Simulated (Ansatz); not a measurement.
The reference is GaS in the beta-GaS type structure (space group P6_3/mmc, No. 194; a = 3.591 Å, c = 15.450 Å; layered, stacked along the Cartesian z axis). Axes: x lies along a and z along c of the hexagonal cell.

Calculations: Kohn–Sham DFT with the PBE-D3(BJ) functional, run in Ansatz (a program for electronic structure) with PAW and 420 eV plane waves, scalar-relativistic without spin-orbit coupling, earlier PAW set.

It is then changed as follows: every lattice vector is shortened by 1.95 %; the atoms relax in the strained cell.

Q: Predict the stress tensor and what it implies for the stiffness.

A: Stress of the strained cell less that of the base (GPa, compression positive):
```
   3.29    0.00    0.00
   0.00    3.29    0.00
   0.00    0.00    1.54
```

Then B = −ΔP/(ΔV/V₀) with ΔV/V₀ = -0.0574 gives secant stiffness values (nonlinear terms included at this strain): B (at held cell shape, above the free-shape value) ≈ 47 GPa.

As a check, the harmonic strain energy −½ V₀ Δσ:ε is 11 meV/atom; the computed energy rise is 9.8 meV/atom.

Whether these cells are dynamically stable was not tested.
